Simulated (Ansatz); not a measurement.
**SnO2: uniaxial strain ε_zz = −0.60 %**

Base system: SnO2 in the rutile structure (space group P4_2/mnm, No. 136; a = 4.8276 Å, c = 3.2381 Å). Axes: x, y, z lie along a, b, c of the conventional cell.

It is then changed as follows: the cell is compressed by 0.60 % along z with no lateral relaxation; the atoms relax in the strained cell.

Calculations: PBE (Ansatz, a first-principles code; PAW; 420 eV plane waves; scalar-relativistic without spin-orbit coupling). Γ-centred 7×7×10 mesh, Fermi–Dirac width 0.05 eV.

Space group: P4_2/mnm (No. 136) (base P4_2/mnm (No. 136))
Shortest interatomic distance: 2.083 Å (base 2.089 Å)
Energy relative to the base (free energy F): +0.6 meV/atom
Band gap: 0.76 eV (base 0.68 eV)
Gap character: direct at Γ (base direct at Γ)
Electron mass: 0.16 mₑ along z, 0.18 mₑ across (at Γ) (base 0.16 mₑ along c, 0.17 mₑ across (at Γ))
Valence-band top at Γ (three highest levels, from the VBM): 0.00, -0.75, -0.75 eV (base 0.00, -0.74, -0.74 eV)
Stress (xx, yy, zz, yz, xz, xy; compression positive): (0.78, 0.78, 2.31, 0.00, 0.00, 0.00) GPa

Final structure:

```
CELL_PARAMETERS angstrom
      4.82757     0.00000     0.00000
      0.00000     4.82757     0.00000
      0.00000     0.00000     3.21870
ATOMIC_POSITIONS crystal
  Sn 0.00000 0.00000 0.00000
  Sn 0.50000 0.50000 0.50000
  O  0.30633 0.30633 0.00000
  O  0.80633 0.19367 0.50000
  O  0.19367 0.80633 0.50000
  O  0.69367 0.69367 0.00000
```

Effective masses come from finite differences of ±0.01 Å⁻¹. Stability against distortions was not tested.
